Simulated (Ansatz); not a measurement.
BN (F-43m), PBE, rigid bands (Ansatz, a first-principles code): N_v = 8.78e19 cm⁻³ at 300 K and a hole conductivity mass of 0.696 mₑ.

Q: For 1e16 holes per cm³ at 300 K, place the Fermi level, estimate the Seebeck coefficient of a parabolic band with constant τ, and give mobility and conductivity for τ = 5 fs.

A: The level lies k_BT ln(N_v/p) = 0.235 eV above the valence-band maximum. S ≈ +(k_B/e)[ln(N_v/p) + 5/2] = 998 μV/K, against 994 μV/K from the full bands (mean over directions). μ = eτ/m = 12.6 cm²/(V·s) and σ = peμ = 0.0202 S/cm. τ is assumed, not computed.

Band transport and this doping are assumed; polarons and phonon drag are left out. Spin-orbit coupling is left out. Geometry: cell and atoms relaxed with PBEsol.
